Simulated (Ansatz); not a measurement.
## MoTe2, pressure series

Base system: MoTe$_{2}$ in the 2H-MoS2 type structure (space group P6_3/mmc, No. 194; layered, stacked along the Cartesian z axis).

```xyz
6
Lattice="3.4966 0.0000 0.0000 -1.7483 3.0282 0.0000 0.0000 0.0000 13.6958" Properties=species:S:1:pos:R:3 pbc="T T T"
Mo     0.0000     2.0188    10.2719
Mo     1.7483     1.0094     3.4240
Te     0.0000     2.0188     1.6069
Te     1.7483     1.0094     8.4548
Te     1.7483     1.0094    12.0890
Te     0.0000     2.0188     5.2411
```

Cell and atoms are relaxed at each pressure.

All numbers come from Ansatz (a quantum-chemistry and plane-wave program) PBE-D3(BJ), no spin-orbit coupling.

```tsv
change	gap character	band gap	width of the top valence band	lattice parameter a
base	indirect, Γ → K–Γ (44 % along)	0.60 eV	1.03 eV	6.608 bohr
pressure −2 GPa	indirect, K → K–Γ (40 % along)	0.80 eV	0.89 eV	6.680 bohr
pressure −1 GPa	indirect, Γ → K–Γ (44 % along)	0.68 eV	0.99 eV	6.642 bohr
pressure 0.3 GPa	indirect, Γ → K–Γ (44 % along)	0.58 eV	1.05 eV	6.598 bohr
pressure 0.7 GPa	indirect, K–Γ (81 % along) → K–Γ (44 % along)	0.54 eV	1.09 eV	6.585 bohr
pressure 1.5 GPa	indirect, K–Γ (81 % along) → K–Γ (44 % along)	…	…	…
pressure 5 GPa	indirect, K–Γ (87 % along) → K–Γ (44 % along)	0.19 eV	1.31 eV	6.469 bohr
pressure 7.5 GPa	–	zero	–	6.412 bohr
pressure 10 GPa	–	zero	–	6.361 bohr
```

### Question
Complete the table.

### Answer

- pressure 1.5 GPa, band gap: 0.46 eV
- pressure 1.5 GPa, width of the top valence band: 1.14 eV
- pressure 1.5 GPa, lattice parameter a: 6.562 bohr

The mesh was chosen for an insulator and is coarse for the gapless case. Spin-orbit coupling, missing from the scalar runs, can matter with Te. Load acts through the strain it causes; cell and atoms are relaxed under it. Whether these cells are dynamically stable was not tested. Competing high-pressure phases were not computed. The final runs are not spin-polarised. Gaps under 0.05 eV, about the width of the smearing, are given as zero. The D3 term's C6 switches between coordination references near this geometry, which can add small steps to energies. A zero or small gap of MoTe2 under pressure 5 GPa, MoTe2 under pressure 7.5 GPa and MoTe2 under pressure 10 GPa can be the functional's error rather than a property of the material.
